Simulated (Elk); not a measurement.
Band structure of W (Im-3m, 1 atom in the cell).

```xyz
1
Lattice="-1.5777 1.5777 1.5777 1.5777 -1.5777 1.5777 1.5777 1.5777 -1.5777" Properties=species:S:1:pos:R:3 pbc="T T T"
W      0.0000     0.0000     0.0000
```

Computed with PBE, all-electron FP-LAPW, Elk's shipped species files, APW+lo basis with extra local orbitals run with Elk.

Settings: xctype = 20; rgkmax = 8; stype = 0; swidth = 0.00999582 Ha; ngridk = 19 19 19; gmaxvr = 14 1/bohr; nxlo = 2; lorbcnd = true; lmaxi = 2; maxscl = 100.

The starting cell comes from a database of computed structures (which also holds hypothetical and non-ambient phases and stackings), without a prior relaxation at this level. Its lattice was rescaled by a random factor within 2.5 % of one. Spin-orbit coupling is off. Spin polarisation is off. Values depend on the basis (sphere radii, cutoffs, local orbitals), which need not be converged.

Levels in eV from the Fermi level, bands 11 to 17:
```json
[
 {"point": "Γ", "11": "-28.17", "12": "-9.67", "13": "-1.24", "14": "-1.24", "15": "-1.24", "16": "2.29", "17": "2.29"},
 {"point": "H", "11": "-28.21", "12": "-5.89", "13": "-5.89", "14": "5.26", "15": "5.26", "16": "5.26", "17": "8.34"},
 {"point": "N", "11": "-28.20", "12": "-6.32", "13": "-3.60", "14": "0.74", "15": "2.19", "16": "3.19", "17": "6.25"},
 {"point": "P", "11": "-28.22", "12": "-2.97", "13": "-2.97", "14": "-2.97", "15": "3.35", "16": "3.35", "17": "6.74"}
]
```

Bands cross the Fermi level along this path, so the cell is metallic at this level.
